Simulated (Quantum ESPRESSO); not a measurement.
Input and output of a self-consistent single point for Mg16Al12Se (R3m, 29 atoms in the cell) (Quantum ESPRESSO).

Level of theory: PBEsol, GBRV 1.5 ultrasoft (PBESOL) pseudopotentials (plane waves; Quantum ESPRESSO).

```
Mg16Al12Se
1.0
    7.37650    -4.25882     3.11060
    0.00000     8.51765     3.11060
   -7.37650    -4.25882     3.11060
Mg Al Se
16 12 1
Cartesian
  0.00000   2.94625   1.07708
 -2.55153  -1.47313   1.07708
  2.55153  -1.47313   1.07708
  0.00000   0.00000   9.07024
  0.00000  -3.39675   5.18634
  2.94167   1.69838   5.18634
 -2.94167   1.69838   5.18634
  0.00000   2.51594   4.75904
 -2.17887  -1.25797   4.75904
  2.17887  -1.25797   4.75904
 -2.02308  -3.90398   2.87625
  4.39248   0.19995   2.87625
 -2.36941   3.70403   2.87625
  2.02308  -3.90398   2.87625
 -4.39248   0.19995   2.87625
  2.36941   3.70403   2.87625
  0.00000   5.28946   3.69362
 -4.58081  -2.64473   3.69362
  4.58081  -2.64473   3.69362
  0.00000  -1.61239   2.70986
  1.39637   0.80620   2.70986
 -1.39637   0.80620   2.70986
 -1.38413  -6.11456   4.58509
  5.98743   1.85859   4.58509
 -4.60330   4.25597   4.58509
  1.38413  -6.11456   4.58509
 -5.98743   1.85859   4.58509
  4.60330   4.25597   4.58509
  0.00000   0.00000   5.86504
```

Reference input (self-consistent single point, DFT, PBEsol, plane waves, GBRV 1.5 ultrasoft (PBESOL) pseudopotentials): ecutwfc = 40 Ry; ecutrho = 200 Ry; occupations = smearing; smearing = gauss; degauss = 0.0073499 Ry; potentials = {Mg: mg_pbesol_v1.4.uspp.F.UPF, Al: al_pbesol_v1.uspp.F.UPF, Se: se_pbesol_v1.uspp.F.UPF}; K_POINTS = automatic 3 3 3 0 0 0; conv_thr = 1e-09 Ry; mixing_beta = 0.7. This run's input differs from it in these lines:

```diff
@@ -14,4 +14,4 @@
  ntyp = 3
- ecutwfc = 40
- ecutrho = 200
+ ecutwfc = 20
+ ecutrho = 100
  occupations = 'smearing'
```

Output, abridged:

```
     Self-consistent Calculation

     iteration #  1     ecut=    20.00 Ry     beta= 0.70

     total energy              =   -2116.48380353 Ry
     estimated scf accuracy    <       4.88329063 Ry

     iteration #  2     ecut=    20.00 Ry     beta= 0.70

     total energy              =   -2116.95036667 Ry
     estimated scf accuracy    <       2.41119189 Ry

     iteration #  3     ecut=    20.00 Ry     beta= 0.70

     total energy              =   -2117.37677646 Ry
     estimated scf accuracy    <       3.28853964 Ry

   [... 8 blocks of this kind left out ...]

     iteration # 12     ecut=    20.00 Ry     beta= 0.70

     total energy              =   -2117.88359997 Ry
     estimated scf accuracy    <       0.00000001 Ry

     iteration # 13     ecut=    20.00 Ry     beta= 0.70
     End of self-consistent calculation

     the Fermi energy is     6.3059 ev

!    total energy              =   -2117.88359997 Ry
     estimated scf accuracy    <          6.5E-10 Ry
     smearing contrib. (-TS)   =      -0.00546710 Ry
     internal energy E=F+TS    =   -2117.87813287 Ry

     convergence has been achieved in  13 iterations

     Forces acting on atoms (cartesian axes, Ry/au):

     atom    1 type  1   force =     0.00000000   -0.00086162    0.00034290
     atom    2 type  1   force =     0.00074619    0.00043081    0.00034290
     atom    3 type  1   force =    -0.00074619    0.00043081    0.00034290
     atom    4 type  1   force =     0.00000000    0.00000000    0.00005388
     atom    5 type  1   force =     0.00000000    0.00029994    0.00047484
   [... 20 lines left out ...]
   [... lines left out ...]

     Total force =     0.005678     Total SCF correction =     0.000062

          total   stress  (Ry/bohr**3)                   (kbar)     P=    -1256.94
  -0.00854709   0.00000000  -0.00000000        -1257.32        0.00       -0.00
  -0.00000000  -0.00854709  -0.00000000           -0.00    -1257.32       -0.00
   0.00000000  -0.00000000  -0.00853934            0.00       -0.00    -1256.18

   JOB DONE.
```

The run converged in 13 iterations. Against the reference run the free energy goes up by 3.44 eV/atom, the pressure goes from -1.20 to -125.7 GPa and the largest force hardly changes (0.044 to 0.045 eV/Å).

The starting cell comes from a database of computed structures (which also holds hypothetical and non-ambient phases and stackings), without a prior relaxation at this level. At the lowered cutoff the pressure carries the error of an incomplete plane-wave basis. The run gives no clean gap (levels at the Fermi energy touch, overlap or are partly filled at this smearing), which alone does not show that the compound is a metal.

Cost on one core of a shared machine: roughly 3 min.
